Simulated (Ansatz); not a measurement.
ZrPbO$_{3}$ (Pm-3m), PBEsol with spin-orbit coupling, rigid bands run with Ansatz (an electronic-structure program): Condition of this run: spin-orbit coupling switched on. band gap 2.02 eV, N_c = 1.32e19 cm⁻³ and N_v = 5.55e20 cm⁻³ at 300 K, conductivity masses of 0.301 mₑ (electrons) and 1.56 mₑ (holes). Take k_BT = 0.02585 eV.

Question: What built-in voltage has an abrupt junction with N_A = 1e16 and N_D = 1e18 cm⁻³, all dopants ionised?

Answer: V_bi = E_g/e − (k_BT/e) ln(N_c N_v/(N_A N_D)) = 2.02 − 0.02585 × 13.50 = 1.67 V. It follows the computed gap one for one.

Question: A film of it is 3 nm thick. Estimate the confinement energies in an infinite well.

Answer: ħ²π²/(2m t²) = 0.376 eV·nm²/(m/mₑ × t²) gives 139 meV for electrons and 26.8 meV for holes, so the gap would widen to about 2.19 eV. Finite barriers and nonparabolic bands lower this, and with several valleys or bands the heaviest mass along the normal sets the lowest level, not this average.

Question: Find the intrinsic carrier density and the intrinsic Fermi level.

Answer: n_i = √(N_c N_v) exp(−E_g/2k_BT) = 8.56e19 × exp(−39.07) = 9.2e2 cm⁻³. The level lies (k_BT/2) ln(N_v/N_c) = 48 meV from mid-gap (positive towards the conduction band). Each 0.1 eV added to the gap lowers n_i by a factor of 6.9.

Rigid, parabolic bands with the computed gap; masses take one relaxation time for all states.

ZrPbO3 (Pm-3m): a high-temperature phase held by its symmetry.
